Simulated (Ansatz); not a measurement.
Cs: energy against volume

Cs (bcc, Im-3m, 108.387 Å³/atom and stress up to 0.01 GPa in the relaxed cell, cube axes along x, y and z) under an equal strain ε along all three axes. PBEsol in Ansatz, a plane-wave DFT program (PAW, default set), 420 eV, 16×16×16 Γ-centred mesh, Fermi-Dirac smearing 0.10 eV.

Here V stands for volume and E for E less E0.

| volume (Å³/atom) | E less E0 (meV/atom) | pressure (GPa) |
|---|---|---|
| 98.9223 | ? | ? |
| 102.0134 | 2.73 | 0.14 |
| 103.5828 | 1.53 | 0.10 |
| 105.1683 | 0.69 | 0.07 |
| 106.7698 | 0.18 | 0.03 |
| 108.3875 | 0.00 | 0.00 |
| 110.0214 | 0.14 | -0.03 |
| 111.6717 | 0.58 | -0.06 |
| 113.3385 | 1.32 | -0.08 |
| 115.0217 | 2.34 | -0.11 |

Question: Fit E against V with the third-order Birch-Murnaghan form, a cubic in V^(-2/3), and predict the withheld value at V = 98.9223.

Answer: With u = V^(-2/3) - 0.0440, the rows have u = 0.0018031, 0.0013393, 0.0008825, 0.0004325, -0.0000107, -0.0004473, -0.0008774, -0.0013013, -0.0017188. Least squares gives E = 0.002 + 60.6·u + 816276·u² - 6112099·u³. Residuals (row less fit): 0.001, -0.003, 0.003, 0.000, -0.001, 0.001, -0.001, 0.001, 0.000; standard error 0.002 (degrees of freedom: 5). Its minimum lies at u = -0.0000371, so V0 = (0.0439629)^(-3/2) = 108.5. There d²E/du² = 1634000 and d³E/du³ = -3.667e7, so B0 = (4/9) × 108.5^(-7/3) × 1634000 × 0.160218 = 2.07 GPa (the last factor turns the table's units into GPa), and B0' = 4 + (2/3) × 0.0439629 × (-3.667e7)/1634000 = 3.3. B0' rests on the cubic coefficient alone and has a standard error of 0.1 from these residuals. At the withheld row, u = 0.0027524, so E = 0.002 + 60.6 × 0.0027524 + 816276 × 0.0027524² - 6112099 × 0.0027524³ = 6.225 meV/atom. The calculation gives 6.22 meV/atom, 0.005 meV/atom below the prediction (0.1 % of the range of E in the table). The row lies outside the fitted rows, so this is an extrapolation. The scatter of the fitted rows lies at the last printed digit.

In a metal these values are sensitive to mesh and smearing; energies are taken to zero smearing, stresses follow the free energy. Other structures, which can take over under pressure, weren't tried. The same form fitted to the pressure column gives B0' = 3.4; series where the two differ by over 0.4 aren't shown. Rows are the converged runs of the series near zero and its far end, less any whose ions stayed unrelaxed beside relaxed ones; series whose fitted rows scatter by over a few per cent of the range, as at a crossing or softening among them, aren't shown in this form.
